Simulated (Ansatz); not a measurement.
Base system: InSb in the zinc blende structure (space group F-43m, No. 216; a = 6.5189 Å).

Structures relaxed with Kohn–Sham DFT with the PBEsol functional, run in Ansatz (a first-principles code) with PAW and 420 eV plane waves, no spin-orbit coupling.

Base:

Simulated powder pattern, Co Kα, λ = 1.79026 Å (kinematic, ideal powder, no thermal factors, no anomalous dispersion; the 14 strongest lines at most, above 2 %, up to 2θ = 90°):

| 2θ (°) | I/Imax (%) | hkl |
|---|---|---|
| 27.52 | 100 | (111) |
| 45.71 | 77 | (220) |
| 54.18 | 47 | (311) |
| 66.63 | 13 | (400) |
| 73.53 | 19 | (331) |
| 84.55 | 27 | (422) |

The change: the cell is scaled by 0.9800 in all directions, atoms relaxed at fixed cell.

After the change:

Simulated powder pattern, Co Kα, λ = 1.79026 Å (kinematic, ideal powder, no thermal factors, no anomalous dispersion; the 14 strongest lines at most, above 2 %, up to 2θ = 90°):

```csv
2θ (°),I/Imax (%),hkl
28.09,100,(111)
46.70,77,(220)
55.38,46,(311)
68.18,13,(400)
75.29,19,(331)
86.70,27,(422)
```

The indices refer to the base's conventional cell; one index is shown for lines that coincide.

The cells carry an imposed strain or load. No phonon test of stability was made. All final runs are without spin polarisation.
